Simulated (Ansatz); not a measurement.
Input and output of a self-consistent single point for the (001) slab of Ba(GaH)2 (cut from a parent of space group no. 164; 10 atoms in the cell) (Ansatz, an electronic-structure program).

Computed with LDA (PW92), default PAW files made with PBE (plane waves; Ansatz).

```
CELL_PARAMETERS angstrom
      4.51261     0.00000     0.00000
     -2.25631     3.90804     0.00000
      0.00000     0.00000    23.62131
ATOMIC_POSITIONS crystal
  Ba 0.00000 0.00000 0.39490
  Ga 0.33333 0.66667 0.49345
  Ga 0.66667 0.33333 0.29634
  H  0.33333 0.66667 0.42284
  H  0.66667 0.33333 0.36696
  Ba 0.00000 0.00000 0.60511
  Ga 0.33333 0.66667 0.70366
  Ga 0.66667 0.33333 0.50655
  H  0.33333 0.66667 0.63304
  H  0.66667 0.33333 0.57717
```

Reference input (self-consistent single point, DFT, LDA (PW92), plane waves, default PAW files made with PBE): basis.ecutwfc = 420 eV; kpoints.mp_grid.grid = 8 8 1; hamiltonian.xc = lda; hamiltonian.pseudopotentials = {kind: paw} (the program's default PAW files); scf.occupations.method = fermi_dirac; scf.occupations.width = 0.1 eV. This run's input differs from it in these lines:

Ansatz 0.2 input:
```diff
@@ -21,3 +21,3 @@
   mp_grid:
-    grid: [8, 8, 1]
+    grid: [5, 5, 1]
 hamiltonian:
```

Output, abridged:

```
SCF iter   1: F=—  HF=-26450.254044 eV  |F-HF|=—  |Δ(HF+E_count)|=         —  Δρ=4.75e-3  dr2=1.34e-1  ethr=1.77e-3  ⟨swp⟩=16.4  Hψ=1537  notcnv=0
all-band conjugate gradients solve this SCF's bands
preconditioner: auto → LDOS
SCF iter   2: F=—  HF=-26450.234546 eV  |F-HF|=—  |Δ(HF+E_count)|=   1.95e-2  Δρ=1.63e-3  dr2=2.23e-2  ethr=1.77e-4  ⟨swp⟩=3.0  Hψ=395  notcnv=0  defer=1
   [... lines left out ...]
SCF iter   5: F=—  HF=-26450.228182 eV  |F-HF|=—  |Δ(HF+E_count)|=   2.66e-5  Δρ=6.02e-5  dr2=1.66e-5  ethr=1.13e-7  ⟨swp⟩=2.0  Hψ=421  notcnv=0  defer=1
SCF iter   6: F=—  HF=-26450.228177 eV  |F-HF|=—  |Δ(HF+E_count)|=   5.25e-6  Δρ=1.41e-5  dr2=1.58e-6  ethr=2.18e-8  ⟨swp⟩=2.0  Hψ=420  notcnv=0  defer=1
SCF iter   7: F=—  HF=-26450.228178 eV  |F-HF|=—  |Δ(HF+E_count)|=   6.70e-7  Δρ=6.32e-6  dr2=2.00e-7  ethr=2.08e-9  ⟨swp⟩=2.0  Hψ=427  notcnv=0  defer=1
SCF iter   8: F=-26450.228178 eV  HF=-26450.228178 eV  |F-HF|=4.02e-8  |Δ(HF+E_count)|=   1.21e-8  Δρ=2.58e-6  dr2=3.27e-8  ethr=1.32e-10  ⟨swp⟩=9.6  Hψ=1238  notcnv=0
SCF 1 converged in 8 iterations: F = -26450.228178 eV  dr2 = 3.27e-8
Free energy (F): -26450.228178 eV
Internal energy: -26450.137310 eV  (E = F + TS)
E sigma→0 (E₀):  -26450.182744 eV
Entropy (-TS):   -0.090867 eV (-9.087 meV/atom)
Fermi energy:    0.811370 eV
--- Forces (eV/Å), atoms counted from 1 ---
  atom   1  Ba     0.00000000    -0.00000000     0.50771120
  atom   2  Ga     0.00000000     0.00000000     0.10998818
  atom   3  Ga     0.00000000    -0.00000000    -1.21150184
  atom   4  H      0.00000000    -0.00000000    -0.26867346
  atom   5  H      0.00000000     0.00000000     1.18328754
  atom   6  Ba     0.00000000     0.00000000    -0.50771120
  atom   7  Ga     0.00000000     0.00000000     1.21150184
  atom   8  Ga     0.00000000    -0.00000000    -0.10998818
  atom   9  H     -0.00000000    -0.00000000    -1.18328754
  atom  10  H      0.00000000     0.00000000     0.26867346
--- Stress (GPa, compression-positive) ---
       -2.176593       0.000000       0.000000
        0.000000      -2.176593      -0.000000
        0.000000      -0.000000       1.016788
  P = ⅓ Tr σ = -1.1121 GPa (-11.121 kbar)
  The stress holds the Pulay correction. Without it, at fixed plane waves, as pw.x and ABINIT print it: P = -1.1322 GPa
```

The run converged in 8 iterations. Against the reference run the free energy goes up by 1.2 meV/atom and the largest force goes from 1.197 to 1.212 eV/Å.

The starting cell comes from a database of computed structures (which also holds hypothetical and non-ambient phases and stackings), without a prior relaxation at this level. The slab is cut from that crystal, and its faces are unrelaxed. Its lattice was rescaled by up to half a per cent. Forces in this geometry exceed 1 eV/Å.
